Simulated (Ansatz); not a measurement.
The reference is Os in the hcp (Mg type) structure (space group P6_3/mmc, No. 194; a = 2.729 Å, c = 4.309 Å; relaxed with 0.1 eV smearing). Axes: x lies along a and z along c of the hexagonal cell.

Method: Ansatz (a quantum-chemistry and plane-wave program) PBEsol, scalar-relativistic without spin-orbit coupling.

Modification: uniaxial strain ε_zz = −2.50 %, all other strain components held at zero, atoms relaxed at fixed cell.

Q: Predict the stress tensor and what it implies for the stiffness.

A: Stress of the strained cell less that of the base (GPa, compression positive):
```
    6.7     0.0     0.0
    0.0     6.7     0.0
    0.0     0.0    24.1
```

Then −Δσ_ii/ε with ε = -0.0250 gives secant stiffness values (nonlinear terms included at this strain): C33 ≈ 966 GPa, C13 ≈ 268 GPa and C23 ≈ 268 GPa.

As a check, the harmonic strain energy −½ V₀ Δσ:ε is 26 meV/atom; the computed energy rise is 25 meV/atom.

No phonon test of stability was made. All final runs are without spin polarisation.
